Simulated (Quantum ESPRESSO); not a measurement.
Quantum ESPRESSO is run on Mg14AlNi (Amm2, 16 atoms in the cell), and the run fails. The aim is a self-consistent single point with DFT, PBEsol, plane waves, SSSP 1.1.2 efficiency (PBE) pseudopotentials.

Input:

```fortran
&CONTROL
    calculation = 'scf'
    outdir = './work'
    pseudo_dir = './'
    tprnfor = .true.
    tstress = .true.
/
&SYSTEM
    ibrav = 0
    nat = 16
    ntyp = 3
    ecutwfc = 50
    ecutrho = 400
    occupations = 'smearing'
    smearing = 'gauss'
    degauss = 0.019992
    input_dft = 'pbesol'
/
&ELECTRONS
    conv_thr = 1e-10
    mixing_beta = 0.4
/
ATOMIC_SPECIES
Mg    24.3050  Mg.pbe-n-kjpaw_psl.0.3.0.UPF
Al    26.9815  Al.pbe-n-kjpaw_psl.1.0.0.UPF
Ni    58.6934  ni_pbe_v1.4.uspp.F.UPF
CELL_PARAMETERS {angstrom}
   9.987990000     0.000000000     0.000000000
   0.000000000     3.110520000     5.384885000
   0.000000000    -3.110520000     5.384885000
ATOMIC_POSITIONS {angstrom}
Mg    0.000000000    0.000000000    1.780242981
Mg    0.000000000    0.000000000    7.176328542
Mg    4.993995000   -1.544310970    4.445868754
Mg    4.993995000    1.544310970    4.445868754
Mg    0.000000000   -1.564342718    4.493578835
Mg    0.000000000    1.564342718    4.493578835
Mg    2.679078558   -1.524030379    6.323685851
Mg    7.308911442    1.524030379    6.323685851
Mg    7.308911442   -1.524030379    6.323685851
Mg    2.679078558    1.524030379    6.323685851
Mg    2.505786931    0.000000000    3.570071057
Mg    7.482203069    0.000000000    3.570071057
Mg    2.600872596    0.000000000    8.919200421
Mg    7.387117404    0.000000000    8.919200421
Al    4.993995000    0.000000000    1.846584764
Ni    4.993995000    0.000000000    7.202606781
K_POINTS {automatic}
3 4 4
```

The program printed (abridged):

```
     This program is part of the open-source Quantum ESPRESSO suite
     for quantum simulation of materials; please cite

 %%%%%%%%%%%%%%%%%%%%%%%%%%%%%%%%%%%%%%%%%%%%%%%%%%%%%%%%%%%%%%%%%%%%%%%%%%%%%%
     Error in routine card_kpoints (1):
      end of file while reading automatic k points
 %%%%%%%%%%%%%%%%%%%%%%%%%%%%%%%%%%%%%%%%%%%%%%%%%%%%%%%%%%%%%%%%%%%%%%%%%%%%%%

     stopping ...
```

**Question.** Read the log: what does the program object to, and what is the fix?

**Answer.** The fault is an automatic mesh without its three shifts. The card takes six integers. To fix it, add the shifts. The program stopped before any SCF iteration.

The sound input it was made from differs as follows (other fixes are possible):
```diff
-3 4 4
+3 4 4  0 0 0
```

With that input, the run converged in 31 iterations: free energy E − TS -11428.7208 eV; Fermi level (on the code's own zero) 4.34 eV; pressure -0.65 GPa; largest force (vector length) 0.081 eV/Å (DFT, PBEsol, plane waves, SSSP 1.1.2 efficiency (PBE) pseudopotentials).

On the sound input: the starting cell comes from a database of computed structures (which also holds hypothetical and non-ambient phases and stackings), without a prior relaxation at this level. Spin polarisation is off.
